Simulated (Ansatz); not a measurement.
# Input and output of a self-consistent single point for CaCu4As2 (R3m, 7 atoms in the cell) (Ansatz)

Method of the run: LDA (PW92), default PAW files made with PBE (plane waves; Ansatz, a quantum-chemistry and plane-wave program).

The input file:

Ansatz 0.2 input:
```yaml
crystal:
  lattice:
    - [2.07007900, 1.19516100, 7.59122700]
    - [-2.07007900, 1.19516100, 7.59122700]
    - [0.00000000, -2.39032100, 7.59122700]
  atoms:
    - { symbol: Ca, position: [0.00219600, 0.00219600, 0.00219600] }
    - { symbol: Cu, position: [0.14454000, 0.14454000, 0.14454000] }
    - { symbol: Cu, position: [0.85546000, 0.85546000, 0.85546000] }
    - { symbol: Cu, position: [0.56134300, 0.56134300, 0.56134300] }
    - { symbol: Cu, position: [0.43865700, 0.43865700, 0.43865700] }
    - { symbol: As, position: [0.25217000, 0.25217000, 0.25217000] }
    - { symbol: As, position: [0.74783000, 0.74783000, 0.74783000] }
basis:
  ecutwfc: 420.0
kpoints:
  mp_grid: { grid: [6, 6, 6] }
hamiltonian:
  xc: lda
  pseudopotentials: { kind: paw }
scf:
  occupations: { method: gaussian, width: 0.1 }
output:
  forces: true
  eigenvalues: true
  stress: true
```

The program printed (abridged):

```
WARN ansatz: RAYON_NUM_THREADS=1 ignored (pool sized by the plan → 1); use --threads N
basis.fft_grid_basis auto: the FFT boxes are laid along the combinations [[1, 0, -1], [0, 1, -1], [0, 0, 1]] of the cell's own vectors, 4.140, 4.140 and 7.959 …
Pseudopotentials: kind: paw
Pseudopotential: Ca, paw, valence charge 10
Pseudopotential: Cu, paw, valence charge 19
Pseudopotential: As, paw, valence charge 15
Crystal: 7 atoms, lattice volume = 112.688 Å³
Basis set: ecut = 420 eV, 2197 PW (Γ), FFT grids on a1−a3, a2−a3, a3
Bands: 70, of which v1, the nominal top of the filled ones, is band 58 counted from 1 (57 counted from 0)
Symmetry: 6 space group operations
Space group: R3m (ITA 160), of the structure as read, at distance tolerance 4.8e-5 Å
k-points: 32 of 216 (time reversal used)
PAW frozen core: Ca, regenerated for the run's functional, and the local potential with it
PAW frozen core: Cu, regenerated for the run's functional, and the local potential with it
PAW frozen core: As, regenerated for the run's functional, and the local potential with it
Initial density: superposition of atomic densities (neutral atoms: chi_scale 0, normalization atom), corrected by the library's trained network
Initial wavefunctions: pseudopotential atomic-orbital guess
Eigensolver: davidson
Functional: x = slater, c = lda
SCF iter   1: F=—  HF=-37545.257477 eV  |F-HF|=—  |Δ(HF+E_count)|=         —  Δρ=1.09e-2  dr2=1.27e-1  ethr=1.77e-3  ⟨swp⟩=6.4  Hψ=8729  notcnv=0  defer=15
all-band conjugate gradients solve this SCF's bands
preconditioner: auto → LDOS
SCF iter   2: F=—  HF=-37545.382652 eV  |F-HF|=—  |Δ(HF+E_count)|=   1.25e-1  Δρ=2.87e-2  dr2=5.35e-1  ethr=1.09e-4  ⟨swp⟩=2.1  Hψ=4693  notcnv=0  defer=141
SCF iter   3: F=—  HF=-37545.240018 eV  |F-HF|=—  |Δ(HF+E_count)|=   1.43e-1  Δρ=8.26e-3  dr2=5.56e-2  ethr=1.09e-4  ⟨swp⟩=2.0  Hψ=4198  notcnv=0  defer=141
SCF iter   4: F=—  HF=-37545.230569 eV  |F-HF|=—  |Δ(HF+E_count)|=   9.45e-3  Δρ=2.29e-3  dr2=3.80e-3  ethr=4.80e-5  ⟨swp⟩=2.0  Hψ=3072  notcnv=0  defer=139
SCF iter   5: F=—  HF=-37545.229920 eV  |F-HF|=—  |Δ(HF+E_count)|=   6.49e-4  Δρ=8.79e-4  dr2=6.48e-4  ethr=3.28e-6  ⟨swp⟩=2.0  Hψ=2856  notcnv=0  defer=139
SCF iter   6: F=—  HF=-37545.229823 eV  |F-HF|=—  |Δ(HF+E_count)|=   9.71e-5  Δρ=2.49e-4  dr2=5.93e-5  ethr=5.58e-7  ⟨swp⟩=2.0  Hψ=2812  notcnv=0  defer=139
SCF iter   7: F=—  HF=-37545.229814 eV  |F-HF|=—  |Δ(HF+E_count)|=   8.61e-6  Δρ=1.81e-4  dr2=2.36e-5  ethr=5.12e-8  ⟨swp⟩=2.0  Hψ=3911  notcnv=0  defer=139
SCF iter   8: F=—  HF=-37545.229810 eV  |F-HF|=—  |Δ(HF+E_count)|=   4.27e-6  Δρ=2.51e-5  dr2=5.18e-7  ethr=2.03e-8  ⟨swp⟩=2.0  Hψ=2834  notcnv=0  defer=139
SCF iter   9: F=—  HF=-37545.229810 eV  |F-HF|=—  |Δ(HF+E_count)|=   2.82e-9  Δρ=1.20e-5  dr2=1.06e-7  ethr=8.62e-11  ⟨swp⟩=8.7  Hψ=10106  notcnv=0
SCF iter  10: F=-37545.229810 eV  HF=-37545.229810 eV  |F-HF|=2.34e-8  |Δ(HF+E_count)|=   9.86e-9  Δρ=5.83e-6  dr2=2.46e-8  ethr=8.62e-11  ⟨swp⟩=4.3  Hψ=7241  notcnv=0
SCF 1 converged in 10 iterations: F = -37545.229810 eV  dr2 = 2.46e-8
SCF converged after 10 iterations
Free energy (F): -37545.229810 eV
Harris-Foulkes:  -37545.229810 eV  (|F-HF|=2.34e-8)
Internal energy: -37545.219319 eV  (E = F + TS)
E sigma→0 (E₀):  -37545.224564 eV
Entropy (-TS):   -0.010491 eV (-1.499 meV/atom)
Fermi energy:    13.027316 eV
--- Per-component energies (eV) ---
  E_band       = -2207.193217
  E_kinetic    = 1689.929749
  E_local      = -27434.641058  (includes V_loc(G=0)·N_el)
  E_nonlocal   = 329.952980
  E_hartree    = 12723.724122
  E_xc         = -649.521584
  E_vxc        = -791.485276  (∫ρ·V_xc dr)
  E_paw        = -10711.951324  (= ΣΔE_a)
  E_vpaw       = -1448.390802  (= ΣTr[D̂ρ^β])
  E_aug_tail   = 0.000793  (compensation charges beyond the density's cutoff)
  E_ewald      = -13498.945263
  E_core_change = 6.232266  (= ΣΔE_core)
  E_smearing   = -0.010491  (= −TS)
  E_closure    = -0.000000  (closes the sum)
  Σ components = -37545.229810   (vs F -37545.229810, Δ=0.00e0)
--- Forces (eV/Å), atoms counted from 1 ---
  atom   1  Ca     0.00000000    -0.00000000    -0.19231027
  atom   2  Cu    -0.00000000     0.00000000     0.18785539
  atom   3  Cu    -0.00000000    -0.00000000    -0.12349764
  atom   4  Cu     0.00000000    -0.00000000    -0.06871231
  atom   5  Cu     0.00000000     0.00000000     0.11658059
  atom   6  As     0.00000000    -0.00000000    -0.15909456
  atom   7  As     0.00000000     0.00000001     0.23917562
  max |Σ_I F_I| component: 3.18e-6 eV/Å
--- Stress (GPa, compression-positive) ---
       -7.857119       0.000000       0.000000
        0.000000      -7.857119       0.000000
        0.000000       0.000000      -6.721390
  P = ⅓ Tr σ = -7.4785 GPa (-74.785 kbar)
  The stress holds the Pulay correction. Without it, at fixed plane waves, as pw.x and ABINIT print it: P = -7.5369 GPa
--- Band table (eV; the first three rows and the last of 32) ---
  k-point 0: bands = ["-99.0761", "-99.0539", "-98.9035", "-98.8930", "-56.9334", "-56.9334", "-56.9118", "-56.9118", "-56.8359", "-56.8104", "-56.7843", "-56.7694", "-56.7161", "-56.7161", "-56.6876", "-56.6876", "-27.5966", "-22.7876", "-22.7844", [...]
  k-point 1: bands = ["-99.0761", "-99.0539", "-98.9033", "-98.8932", "-56.9335", "-56.9334", "-56.9119", "-56.9118", "-56.8362", "-56.8106", "-56.7843", "-56.7697", "-56.7164", "-56.7143", "-56.6889", "-56.6871", "-27.5953", "-22.7874", "-22.7844", [...]
  k-point 2: bands = ["-99.0760", "-99.0539", "-98.9030", "-98.8936", "-56.9338", "-56.9333", "-56.9122", "-56.9117", "-56.8366", "-56.8110", "-56.7842", "-56.7703", "-56.7169", "-56.7103", "-56.6918", "-56.6861", "-27.5928", "-22.7872", "-22.7845", [...]
  k-point 31: bands = ["-99.0761", "-99.0539", "-98.9034", "-98.8930", "-56.9334", "-56.9334", "-56.9118", "-56.9118", "-56.8359", "-56.8104", "-56.7843", "-56.7694", "-56.7161", "-56.7161", "-56.6876", "-56.6876", "-27.5966", "-22.7875", [...]
```

The run converged in 10 iterations.

The starting cell comes from a database of computed structures (which also holds hypothetical and non-ambient phases and stackings), without a prior relaxation at this level. Its lattice was rescaled by up to half a per cent. One atom was moved a little off its site on purpose. Spin polarisation is off. With a pressure of about -7 GPa the cell is away from its equilibrium volume at this level. Ansatz's pressure includes its estimate of the finite-basis (Pulay) stress. The run gives no clean gap (levels at the Fermi energy touch, overlap or are partly filled at this smearing), which alone does not show that the compound is a metal.
